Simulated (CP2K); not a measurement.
# A series of runs on La2CuTe4 (P2_1, 14 atoms in the cell)

```
La2CuTe4
1.0
    6.62919     0.00000     0.00000
    0.00000     8.67059     0.00000
   -0.03120     0.00000     7.85403
La Cu Te
4 2 8
Cartesian
  3.28532   0.48833   6.06653
  3.31266   4.82362   1.78750
  0.02390   8.15876   1.86148
  6.57409   3.82347   5.99255
  4.51457   1.76143   3.24835
  2.08342   6.09672   4.60568
  3.36047   3.55945   4.83895
  3.23752   7.89474   3.01508
  0.11775   5.14643   3.01713
  6.48024   0.81113   4.83690
  4.96032   2.15525   0.67717
  1.63767   6.49054   7.17685
  4.96190   6.49357   7.25516
  1.63609   2.15828   0.59887
```

Base run A: PBEsol, GPW, DZVP-MOLOPT-SR-GTH basis, GTH-PBE potentials (GTH_POTENTIALS) run with CP2K, self-consistent single point.

Its settings: CUTOFF = 600 Ry; REL_CUTOFF = 40 Ry; SMEAR/METHOD = GAUSSIAN; SIGMA = 0.01 eV; KPOINTS/SCHEME = MONKHORST-PACK 3 3 3; XC_FUNCTIONAL = PBE:PBESOL; La/BASIS_SET = DZVP-MOLOPT-SR-GTH-q11; La/POTENTIAL = GTH-PBE-q11; Cu/BASIS_SET = DZVP-MOLOPT-SR-GTH-q11; Cu/POTENTIAL = GTH-PBE-q11; Te/BASIS_SET = DZVP-MOLOPT-SR-GTH-q6; Te/POTENTIAL = GTH-PBE-q6; METHOD = GPW; EPS_DEFAULT = 1e-10; NGRIDS = 5; SCF_GUESS = ATOMIC; EPS_SCF = 1e-07; MAX_SCF = 100; ADDED_MOS = 19; MIXING/METHOD = BROYDEN_MIXING.

The starting cell comes from a database of computed structures (which also holds hypothetical and non-ambient phases and stackings), without a prior relaxation at this level. Its lattice was rescaled by a random factor within 2.5 % of one. Spin polarisation is off. Values carry the incompleteness of an atom-centred basis. The potentials were made for another functional than the one used. In the base run, with a pressure of about -3 GPa the cell is away from its equilibrium volume at this level.

ΔF is the free energy per atom less that of run A. 

```csv
run,"KPOINTS/SCHEME, GAMMA_CENTERED",ΔF (meV/atom),pressure (GPa),largest force (eV/Å),k-points
A,"MONKHORST-PACK 3 3 3, default",0.00,-3.18,0.177,14
B,"MONKHORST-PACK 2 2 2, T",-65.8,-3.51,0.214,8
C,"MONKHORST-PACK 2 2 2, default",62.8,-2.91,0.203,4
D,"MONKHORST-PACK 3 2 2, T",1.75,-3.16,0.164,8
E,"MACDONALD 3 2 2 0.1666666667 0 0, default",-5.6,-3.26,0.188,12
F,"MONKHORST-PACK 3 2 3, T",0.01,-3.18,0.182,10
G,"MACDONALD 3 2 3 0.1666666667 0 0.1666666667, default",-5.8,-3.28,0.175,18
H,"MACDONALD 3 3 3 0.1666666667 0.1666666667 0.1666666667, default",-6.4,-3.29,0.166,27
I,"MACDONALD 3 3 3 0 0 0.1666666667, default",-0.25,-3.18,0.182,27
```

Run E against A: The free energy goes down by 5.6 meV/atom, the pressure stays near -3.26 GPa while the xx stress (positive for compression) goes from -3.00 to -3.66 GPa and the largest force goes from 0.177 to 0.188 eV/Å.

Run D against A: The free energy goes up by 1.8 meV/atom, the pressure hardly changes (-3.18 to -3.16 GPa) and the largest force goes from 0.177 to 0.164 eV/Å.

Run H against A: The free energy falls by 6.4 meV/atom, the pressure goes from -3.18 to -3.29 GPa and the largest force goes from 0.177 to 0.166 eV/Å.
